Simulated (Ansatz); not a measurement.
Ir, pressure series

Consider Ir in the fcc (Cu type) structure (space group Fm-3m, No. 225; a = 3.8444 Å).

Cell and atoms are relaxed at each pressure.

Computed with r2SCAN, PAW, 500 eV (Ansatz, a quantum-chemistry and plane-wave program; no spin-orbit coupling).

```csv
P (GPa),V (Å³/atom)
-2.01,14.282
-1.01,14.243
0.89,14.171
2.08,14.127
4.50,14.041
9.00,13.888
15.00,13.698
22.51,13.481
30.00,13.282
```

A third-order Birch–Murnaghan fit to these points gives V₀ = 14.20 Å³/atom, B₀ = 377 GPa and B₀′ = 5.0. At pressure 30 GPa the volume is 93.5 % of V₀.

Measured bulk modulus of Ir: 365 GPa (static lattice; corrected from measurement; as listed in H. Levämäki et al., Physical Review B (2014)); the computed value is 3 % above it.

Load acts through the strain it causes; cell and atoms are relaxed under it. No phonon test of stability was made. No other phases were tried under pressure. The final runs are not spin-polarised.
